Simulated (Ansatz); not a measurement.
Sb₂O₃ (Fd-3m, No. 227) was calculated with r²SCAN+rVV10 (Ansatz, a first-principles code, PAW).

Settings: plane-wave cutoff 500 eV, 6×6×6 k mesh, Fermi–Dirac smearing 0.05 eV, scalar-relativistic PAW data made under PBE.

Computed at the level's own relaxed cell.

### Question
What does this level give for the volume per atom, lattice parameter a and band gap?

### Answer

- volume per atom: 17.07 Å³/atom
- lattice parameter a: 11.095 Å
- band gap: 3.40 eV (on the SCF k mesh)

Note: the relaxation could not lower the start's symmetry, so the cell can be a saddle point above a distorted one.

Spin–orbit coupling is not included.
